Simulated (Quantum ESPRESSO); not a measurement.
Input and output of a self-consistent single point for Ni3S2 (P1, 5 atoms in the cell) (Quantum ESPRESSO).

Computed with LDA (PZ), PSlibrary PAW (LDA) pseudopotentials (plane waves; Quantum ESPRESSO).

```
Ni3S2
1.0
    1.69720     0.97988     6.90712
   -1.69720     0.97988     6.90712
    0.00000    -1.95976     6.90712
Ni S
3 2
Cartesian
 -0.10661   0.07920   2.13640
 -0.10577  -0.00703  20.47714
  0.04064  -0.04723  10.55837
  0.05037  -0.13353   7.92723
  0.12137   0.10858  18.47418
```

Reference input (self-consistent single point, DFT, LDA (PZ), plane waves, PSlibrary PAW (LDA) pseudopotentials): ecutwfc = 50 Ry; ecutrho = 300 Ry; occupations = smearing; smearing = marzari-vanderbilt; degauss = 0.0036749 Ry; potentials = {Ni: Ni.pz-n-kjpaw_psl.1.0.0.UPF, S: S.pz-n-kjpaw_psl.1.0.0.UPF}; K_POINTS = automatic 6 6 6 0 0 0; conv_thr = 1e-09 Ry. This run's input differs from it in these lines:

```diff
@@ -15,4 +15,4 @@
     occupations = 'smearing'
-    smearing = 'marzari-vanderbilt'
-    degauss = 0.0036749
+    smearing = 'gaussian'
+    degauss = 0.02205
 /
```

The program printed (abridged):

```
     Self-consistent Calculation

     iteration #  1     ecut=    50.00 Ry     beta= 0.70

     total energy              =    -669.29373624 Ry
     estimated scf accuracy    <       1.06822024 Ry

     iteration #  2     ecut=    50.00 Ry     beta= 0.70

     total energy              =    -667.30715713 Ry
     estimated scf accuracy    <      29.26760001 Ry

     iteration #  3     ecut=    50.00 Ry     beta= 0.70

     total energy              =    -669.20938928 Ry
     estimated scf accuracy    <      16.01443116 Ry

   [... 12 blocks of this kind left out ...]

     iteration # 16     ecut=    50.00 Ry     beta= 0.70

     total energy              =    -670.11971320 Ry
     estimated scf accuracy    <          1.0E-09 Ry

     iteration # 17     ecut=    50.00 Ry     beta= 0.70
     End of self-consistent calculation

     Number of k-points >= 100: set verbosity='high' to print the bands.

     the Fermi energy is    10.2916 ev

!    total energy              =    -670.11971320 Ry
     estimated scf accuracy    <          3.2E-10 Ry
     smearing contrib. (-TS)   =      -0.01380161 Ry
     internal energy E=F+TS    =    -670.10591158 Ry

     convergence has been achieved in  17 iterations

     Forces acting on atoms (cartesian axes, Ry/au):

     atom    1 type  1   force =     0.02160656   -0.04847008    0.00761865
     atom    2 type  1   force =     0.01435713   -0.01106874    0.05486853
     atom    3 type  1   force =     0.02097712    0.04295455    0.00462021
     atom    4 type  2   force =    -0.02100154    0.05242809   -0.01151645
     atom    5 type  2   force =    -0.03593927   -0.03584383   -0.05559095

     Total force =     0.132322     Total SCF correction =     0.000030

          total   stress  (Ry/bohr**3)                   (kbar)     P=      -60.10
  -0.00058407   0.00018080  -0.00020547          -85.92       26.60      -30.23
   0.00018080  -0.00045231  -0.00017979           26.60      -66.54      -26.45
  -0.00020547  -0.00017979  -0.00018929          -30.23      -26.45      -27.85

   JOB DONE.
```

The run converged in 17 iterations. Against the reference run the free energy goes down by 18.2 meV/atom, the pressure goes from -6.42 to -6.01 GPa and the largest force goes from 1.925 to 1.935 eV/Å.

The starting cell comes from a database of computed structures (which also holds hypothetical and non-ambient phases and stackings), without a prior relaxation at this level. Its atoms were displaced at random from the sites of space group no. 160. Spin polarisation is off, so a magnetic state, if there is one, cannot be reached. With a pressure of about -6 GPa the cell is away from its equilibrium volume at this level. Forces in this geometry exceed 1 eV/Å.

Cost on one core of a shared machine: roughly 20 min.
